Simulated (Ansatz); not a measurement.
System: SnClF (Pnma, No. 62). Method: r²SCAN0 in Ansatz (PAW).

Numerical settings: plane-wave cutoff 520 eV, 4×6×2 k mesh (along the axes of the cell as run), Fermi–Dirac smearing 0.01 eV, scalar-relativistic PAW data made under PBE.

Cell (measured lattice):

```cif
data_Cl4F4Sn4
_chemical_formula_sum 'Sn4 Cl4 F4'
_space_group_name_H-M_alt 'P 1'
_space_group_IT_number 1
_cell_length_a 6.12600
_cell_length_b 4.36500
_cell_length_c 10.13600
_cell_angle_alpha 90.000
_cell_angle_beta 90.000
_cell_angle_gamma 90.000
loop_
_space_group_symop_operation_xyz
  'x, y, z'
loop_
_atom_site_label
_atom_site_type_symbol
_atom_site_fract_x
_atom_site_fract_y
_atom_site_fract_z
_atom_site_occupancy
Sn1 Sn 0.71220 0.25000 0.41390 1
Sn2 Sn 0.28780 0.75000 0.58610 1
Sn3 Sn 0.78780 0.75000 0.91390 1
Sn4 Sn 0.21220 0.25000 0.08610 1
Cl1 Cl 0.89470 0.25000 0.63620 1
Cl2 Cl 0.10530 0.75000 0.36380 1
Cl3 Cl 0.60530 0.75000 0.13620 1
Cl4 Cl 0.39470 0.25000 0.86380 1
F1 F 0.90270 0.25000 0.98050 1
F2 F 0.09730 0.75000 0.01950 1
F3 F 0.59730 0.75000 0.48050 1
F4 F 0.40270 0.25000 0.51950 1
```

Problem. Estimate the band gap, smallest direct gap on the k points sampled and Γ–Γ gap that the calculation returns.

Solution. 
* **band gap**: 5.24 eV
* **smallest direct gap on the k points sampled**: 5.29 eV
* **Γ–Γ gap**: 5.88 eV

Note: cell and atoms aren't relaxed at this level (largest force component 0.18 eV/Å).

Spin–orbit coupling is not included.

Ansatz is an electronic-structure program.
